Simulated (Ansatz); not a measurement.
Output of an Ansatz run (abridged):

```
WARN ansatz: RAYON_NUM_THREADS=1 ignored (pool sized by the plan → 1); use --threads N
Pseudopotentials: kind: paw
Pseudopotential: Sn, paw, valence charge 14
Pseudopotential: O, paw, valence charge 6
Crystal: 4 atoms, lattice volume = 81.584 Å³
Basis set: ecut = 420 eV, 1575 PW (Γ), exchange–correlation on 48×80×60 points (8 copies of the dense FFT grid, shifted against one another)
Bands: 24, of which v1, the nominal top of the filled ones, is band 20 counted from 1 (19 counted from 0)
Symmetry: 2 space group operations
Space group: Pm (ITA 6), of the structure as read, at distance tolerance 4.3e-5 Å
k-points: 64 of 210 (time reversal used)
PAW frozen core: Sn, regenerated for the run's functional, and the local potential with it
PAW frozen core: O, regenerated for the run's functional, and the local potential with it
Initial density: superposition of atomic densities (neutral atoms: chi_scale 0, normalization atom), corrected by the library's trained network
Initial wavefunctions: pseudopotential atomic-orbital guess
Eigensolver: davidson
Functional: x = pbesol(κ = 0.804, μ = 0.12345679012345678), c = pbesol(β = 0.046)
SCF iter   1: F=—  HF=-13020.989283 eV  |F-HF|=—  |Δ(HF+E_count)|=         —  Δρ=1.40e-2  dr2=1.57e-1  ethr=1.77e-3  ⟨swp⟩=5.0  Hψ=5940  notcnv=0  defer=125
all-band conjugate gradients solve this SCF's bands
preconditioner: auto → Resta (q_TF=auto, 2.423 Å⁻¹)
SCF iter   2: F=—  HF=-13020.963540 eV  |F-HF|=—  |Δ(HF+E_count)|=   2.57e-2  Δρ=6.68e-3  dr2=2.98e-2  ethr=3.91e-4  ⟨swp⟩=2.0  Hψ=2704  notcnv=0  defer=128
SCF iter   3: F=—  HF=-13020.957116 eV  |F-HF|=—  |Δ(HF+E_count)|=   6.42e-3  Δρ=1.07e-3  dr2=5.16e-4  ethr=7.45e-5  ⟨swp⟩=2.0  Hψ=2116  notcnv=0  defer=128
SCF iter   4: F=—  HF=-13020.957186 eV  |F-HF|=—  |Δ(HF+E_count)|=   7.02e-5  Δρ=3.22e-4  dr2=8.86e-5  ethr=1.29e-6  ⟨swp⟩=2.0  Hψ=2944  notcnv=0  defer=128
SCF iter   5: F=—  HF=-13020.957168 eV  |F-HF|=—  |Δ(HF+E_count)|=   1.84e-5  Δρ=2.22e-4  dr2=3.79e-5  ethr=2.21e-7  ⟨swp⟩=2.0  Hψ=2176  notcnv=0  defer=27
SCF iter   6: F=—  HF=-13020.957165 eV  |F-HF|=—  |Δ(HF+E_count)|=   3.29e-6  Δρ=5.20e-5  dr2=1.81e-6  ethr=9.46e-8  ⟨swp⟩=2.0  Hψ=1960  notcnv=0  defer=16
SCF iter   7: F=—  HF=-13020.957165 eV  |F-HF|=—  |Δ(HF+E_count)|=   1.31e-7  Δρ=1.63e-5  dr2=2.02e-7  ethr=4.53e-9  ⟨swp⟩=2.0  Hψ=2098  notcnv=0  defer=16
SCF iter   8: F=-13020.957165 eV  HF=-13020.957165 eV  |F-HF|=4.02e-9  |Δ(HF+E_count)|=   6.42e-8  Δρ=2.44e-6  dr2=5.06e-9  ethr=2.50e-10  ⟨swp⟩=8.0  Hψ=7359  notcnv=0
SCF 1 converged in 8 iterations: F = -13020.957165 eV  dr2 = 5.06e-9
SCF converged after 8 iterations
Free energy (F): -13020.957165 eV
Harris-Foulkes:  -13020.957165 eV  (|F-HF|=4.02e-9)
Internal energy: -13020.957165 eV  (E = F + TS)
E sigma→0 (E₀):  -13020.957165 eV
Fermi energy:    6.908228 eV
--- Per-component energies (eV) ---
  E_band       = -265.148900
  E_kinetic    = 718.304917
  E_local      = -3036.004579  (includes V_loc(G=0)·N_el)
  E_nonlocal   = 35.733844
  E_hartree    = 1586.576018
  E_xc         = -902.586446
  E_vxc        = -378.390584  (∫ρ·V_xc dr)
  E_paw        = -8433.117232  (= ΣΔE_a)
  E_vpaw       = -777.949440  (= ΣTr[D̂ρ^β])
  E_aug_tail   = 0.004781  (compensation charges beyond the density's cutoff)
  E_ewald      = -2990.508722
  E_core_change = 0.640255  (= ΣΔE_core)
  E_smearing   = -0.000000  (= −TS)
  E_closure    = 0.000000  (closes the sum)
  Σ components = -13020.957165   (vs F -13020.957165, Δ=0.00e0)
--- Forces (eV/Å), atoms counted from 1 ---
  atom   1  Sn    -0.00000000    -0.66150797    -0.51655721
  atom   2  Sn     0.00000000     0.62855751    -0.08693195
  atom   3  O      0.00000000     0.05038599     0.22714117
  atom   4  O      0.00000000    -0.01743845     0.37634549
  max |Σ_I F_I| component: 2.92e-6 eV/Å
--- Stress (GPa, compression-positive) ---
       -5.326927      -0.000000      -0.000000
       -0.000000      -3.900917      -0.855491
       -0.000000      -0.855491      -4.049134
  P = ⅓ Tr σ = -4.4257 GPa (-44.257 kbar)
  The stress holds the Pulay correction. Without it, at fixed plane waves, as pw.x and ABINIT print it: P = -4.8304 GPa
--- Band table (eV; the first three rows and the last of 64) ---
  k-point 0: bands = ["-14.1435", "-13.8497", "-13.7744", "-13.7502", "-13.7235", "-13.6905", "-13.6698", "-13.6616", "-13.6236", "-13.6169", "-11.5555", "-9.8869", "-0.4986", "1.1835", "2.7891", "3.2780", "3.5671", "4.4814", "5.0071", "6.9082", [...]
  k-point 1: bands = ["-14.1284", "-13.8693", "-13.7697", "-13.7498", "-13.7270", "-13.7044", "-13.6664", "-13.6578", "-13.6277", "-13.6194", "-11.4368", "-9.9933", "-0.4534", "1.0740", "2.7329", "3.3618", "3.7006", "4.4152", "5.2039", "6.4606", [...]
  k-point 2: bands = ["-14.0849", "-13.9283", "-13.7584", "-13.7479", "-13.7346", "-13.7272", "-13.6573", "-13.6486", "-13.6354", "-13.6263", "-11.1244", "-10.2847", "-0.2696", "0.6511", "2.9921", "3.5850", "3.9282", "4.2271", "5.3998", "5.6091", [...]
  k-point 63: bands = ["-14.1339", "-14.0508", "-13.7426", "-13.7384", "-13.7004", "-13.6958", "-13.6896", "-13.6835", "-13.6108", "-13.6034", "-10.4104", "-10.0530", "-0.3482", "0.1813", "2.4604", "2.8943", "4.2141", "4.4029", "5.8763", "6.3403", [...]
```

The structure:

```
CELL_PARAMETERS angstrom
      3.37177     0.00000     0.00000
      0.00000     5.70247     0.00000
      0.00000     0.00000     4.24308
ATOMIC_POSITIONS crystal
  Sn 0.00000 0.23191 0.52492
  Sn 0.50000 0.76809 0.01314
  O  0.00000 0.89125 0.73686
  O  0.50000 0.10875 0.23686
```

Question: What input produced this log?

Answer: Other spellings and defaults could give the same log, and not every line can be read from it. The input that was run (DFT, PBEsol, plane waves, default PAW files made with PBE):

Ansatz 0.2 input:
```yaml
crystal:
  lattice:
    - [3.371775, 0.000000, 0.000000]
    - [0.000000, 5.702470, 0.000000]
    - [0.000000, 0.000000, 4.243080]
  atoms:
    - { symbol: Sn, position: [0.000000, 0.231910, 0.524924] }
    - { symbol: Sn, position: [0.500000, 0.768090, 0.013140] }
    - { symbol: O, position: [0.000000, 0.891250, 0.736860] }
    - { symbol: O, position: [0.500000, 0.108750, 0.236860] }
basis:
  ecutwfc: 420.0
kpoints:
  mp_grid:
    grid: [7, 5, 6]
hamiltonian:
  xc: pbesol
  pseudopotentials:
    kind: paw
scf:
  occupations:
    method: fixed
output:
  forces: true
  eigenvalues: true
  stress: true
```

The starting cell comes from a database of computed structures (which also holds hypothetical and non-ambient phases and stackings), without a prior relaxation at this level. Its lattice was rescaled by up to half a per cent. One atom was moved a little off its site on purpose. With a pressure of about -4 GPa the cell is away from its equilibrium volume at this level. Ansatz's pressure includes its estimate of the finite-basis (Pulay) stress. Another mesh or the band path of this cell gives a smaller gap, so this value is not converged in the mesh.

Ansatz is a program for electronic structure.
